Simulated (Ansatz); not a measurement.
# zinc-blende InAs: the defect In vacancy + 1 H

Level of theory: PBE, PAW (plane waves to 420 eV; Ansatz, a program for electronic structure). Details: 64-site cell; 2×2×2 shifted k-points; start: the In site; 1 H on the vacancy's neighbours; no spin–orbit coupling; the functional closes the host's gap; finite-size errors of tenths of an eV; relaxed from one start, so a lower configuration may exist.

Neighbours after relaxation, in Å: of the emptied site: H 1.38, As 2.34, As 2.34, As 2.35, As 2.90; of the H atom: As 1.53, As 3.09, As 3.10, As 3.10, In 3.42, In 3.42, In 3.42.

The name describes the start; the neighbours show where the atoms ended.

| charge | moment (μB) | largest move off a lattice site (Å) |
|---|---|---|
| 0 | not spin-polarised | 0.34 |
